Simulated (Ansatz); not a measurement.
## A computed series for InSb: response to strain

The parent structure is InSb in the zinc blende structure (space group F-43m, No. 216; a = 6.557 Å). Axes: x, y, z lie along the cube axes.

Strains are applied to the cell and any free atomic positions relax; under biaxial strain the out-of-plane vector relaxes too; under stress the whole cell relaxes.

Method: r2SCAN, PAW, 500 eV (Ansatz, an electronic-structure program; no SOC), earlier PAW set.

Notes on the quantities. energy relative to the base: free energy F; pressure: mean of the normal stresses, compression positive.

```csv
variant,volume per atom,energy relative to the base,pressure,space group
base,35.24 Å³,0 meV/atom,0.0 GPa,F-43m (No. 216)
"biaxial strain −0.81 %, plane normal [001], relaxed out of plane",34.97 Å³,+0.9 meV/atom,0.3 GPa,I-4m2 (No. 119)
"biaxial strain +0.70 %, plane normal [110], relaxed out of plane",35.58 Å³,+0.9 meV/atom,-0.4 GPa,Imm2 (No. 44)
"biaxial strain +1.22 %, plane normal [111], relaxed out of plane",35.86 Å³,+2.9 meV/atom,-0.7 GPa,R3m (No. 160)
isotropic strain −1.47 %,33.71 Å³,+9.9 meV/atom,2.1 GPa,F-43m (No. 216)
isotropic strain −1.21 %,33.98 Å³,+6.6 meV/atom,1.7 GPa,F-43m (No. 216)
uniaxial strain ε_yy = −2.13 %,34.49 Å³,+3.3 meV/atom,1.0 GPa,I-4m2 (No. 119)
uniaxial strain ε_yy = +1.76 %,35.86 Å³,+2.1 meV/atom,-0.7 GPa,I-4m2 (No. 119)
"uniaxial stress, 8 GPa compression along x",26.50 Å³,+0.249 eV/atom,–,I-4m2 (No. 119)
tensor shear ε_xy = −0.85 %,35.24 Å³,+0.9 meV/atom,0.0 GPa,Imm2 (No. 44)
```

A biaxial case was relaxed in a doubled cell and then solved in the primitive one. Stability under load was not tested beyond the relaxation. All final runs are without spin polarisation. Under uniaxial stress, 8 GPa compression along x the cell changed shape so far that it is another structure.
